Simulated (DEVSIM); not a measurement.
Device: abrupt In0.53Ga0.47As n-p junction, at 300 K.

Layer 1 from the left is In0.53Ga0.47As, thickness (μm) 0.290, Nd (cm⁻³) 5.1e15, τn (s) 3.1e-8, τp (s) 3.1e-8. Layer 2 from the left is In0.53Ga0.47As, thickness (μm) 0.520, Na (cm⁻³) 5.8e14, τn (s) 3.1e-8, τp (s) 3.1e-8.

Left contact: ohmic. Right contact: ohmic. Voltage is applied to the left contact. Recombination: SRH at mid-gap, radiative. Mobility is μmin + (μ − μmin)/(1 + (N/Nref)^α).

The device is made up for the run: typed textbook-type constants, with dimensions and the other settings drawn at random. Values at 300 K.

In0.53Ga0.47As: gap (eV) 0.74, affinity (eV) 4.51, permittivity 13.9, Nc (cm⁻³) 2.1e17, Nv (cm⁻³) 7.7e18, μn (cm²/Vs) 12000, μp (cm²/Vs) 300, μn,min 300, μp,min 10, Nref,n 1.3e17, Nref,p 4.9e17, αn 0.48, αp 0.4, B (cm³/s) 9.6e-11.

DEVSIM, 1D drift-diffusion, Boltzmann statistics, complete ionisation; no tunnelling, impact ionisation, image-force lowering or self-heating.

Task: What does the simulation give for the dark forward voltage at 100 A/cm², the dark forward voltage at 1 A/cm², the largest field in the device at zero bias?

Result: dark forward voltage at 100 A/cm² 0.280 V; dark forward voltage at 1 A/cm² 0.136 V; largest field in the device at zero bias 8200 V/cm.
